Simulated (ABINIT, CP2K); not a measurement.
A CP2K input for a self-consistent single point of Bi2TeSe2 (R3m, 5 atoms in the cell) (DFT PBEsol, GPW, DZVP-MOLOPT-SR-GTH basis, GTH-PBE potentials (GTH_POTENTIALS)):

```
&GLOBAL
  PROJECT run
  RUN_TYPE ENERGY_FORCE
  PRINT_LEVEL MEDIUM
&END GLOBAL
&FORCE_EVAL
  METHOD Quickstep
  STRESS_TENSOR ANALYTICAL
  &DFT
    BASIS_SET_FILE_NAME BASIS_MOLOPT
    POTENTIAL_FILE_NAME GTH_POTENTIALS
    &QS
      METHOD GPW
      EPS_DEFAULT 1E-10
    &END QS
    &MGRID
      CUTOFF 400
      REL_CUTOFF 40
      NGRIDS 5
    &END MGRID
    &SCF
      SCF_GUESS ATOMIC
      EPS_SCF 1E-6
      MAX_SCF 100
      ADDED_MOS 6
      &DIAGONALIZATION
        ALGORITHM STANDARD
      &END DIAGONALIZATION
      &MIXING
        METHOD BROYDEN_MIXING
        ALPHA 0.2
        NBUFFER 8
        BETA 1
      &END MIXING
      &SMEAR ON
        METHOD FERMI_DIRAC
        ELECTRONIC_TEMPERATURE [K] 580.23
      &END SMEAR
    &END SCF
    &KPOINTS
      SCHEME MONKHORST-PACK 4 4 4
      GAMMA_CENTERED T
    &END KPOINTS
    &XC
      &XC_FUNCTIONAL
        &PBE
          PARAMETRIZATION PBESOL
        &END PBE
      &END XC_FUNCTIONAL
    &END XC
    &PRINT
      &MO
        EIGENVALUES T
        OCCUPATION_NUMBERS T
        NDIGITS 8
        FILENAME mo
        &EACH
          QS_SCF 0
        &END EACH
        ADD_LAST NUMERIC
      &END MO
      &MULLIKEN ON
      &END MULLIKEN
    &END PRINT
  &END DFT
  &SUBSYS
    &CELL
      ABC 10.53533400 10.53533456 10.53533459
      ALPHA_BETA_GAMMA 23.23760769 23.23760867 23.23760834
      PERIODIC XYZ
    &END CELL
    &COORD
      SCALED
      Bi       0.60651300     0.60651300     0.60651300
      Bi       0.39679300     0.39679300     0.39679300
      Te       0.21496000     0.21496000     0.21496000
      Se       0.00243000     0.00243000     0.00243000
      Se       0.77931700     0.77931700     0.77931700
    &END COORD
    &KIND Bi
      BASIS_SET DZVP-MOLOPT-SR-GTH-q5
      POTENTIAL GTH-PBE-q5
    &END KIND
    &KIND Te
      BASIS_SET DZVP-MOLOPT-SR-GTH-q6
      POTENTIAL GTH-PBE-q6
    &END KIND
    &KIND Se
      BASIS_SET DZVP-MOLOPT-SR-GTH-q6
      POTENTIAL GTH-PBE-q6
    &END KIND
  &END SUBSYS
  &PRINT
    &FORCES ON
    &END FORCES
    &STRESS_TENSOR ON
    &END STRESS_TENSOR
  &END PRINT
&END FORCE_EVAL
```

Problem. Give the ABINIT input for the same structure, mesh, smearing and functional.

Solution. This is the input that was run; spellings and numerical settings could be chosen otherwise.

```
# Bi2TeSe2, PseudoDojo nc-sr-04 PBEsol standard
pp_dirpath "./"
pseudos "Bi.upf, Te.upf, Se.upf"
acell 3*1.0 Angstrom
rprim
         2.1218100797    1.2250279058   10.2464869659
        -2.1218100797    1.2250279058   10.2464869659
         0.0000000000   -2.4500549562   10.2464870682
natom 5
ntypat 3
znucl 83 52 34
typat 1 1 2 3 3
xcart
         0.0000000000    0.0000005188   18.6438827095
         0.0000000000    0.0000003394   12.1972029486
         0.0000000000    0.0000001839    6.6077545366
         0.0000000000    0.0000000021    0.0746968902
         0.0000000000    0.0000006666   23.9557845281
      Angstrom
ecut 43
occopt 3
tsmear 0.00183747
nband 49
kptopt 1
ngkpt 4 4 4
nshiftk 1
shiftk 0 0 0
nstep 100
tolvrs 1.0e-10
prtwf 0
prtden 0
prtvol 1
enunit 2
```

Basis, cutoffs, solver keys and any potentials are the target program's own. This input uses DFT, PBEsol, plane waves, norm-conserving pseudopotentials (PseudoDojo nc-sr-04 PBEsol standard).

The starting cell comes from a database of computed structures (which also holds hypothetical and non-ambient phases and stackings), without a prior relaxation at this level.
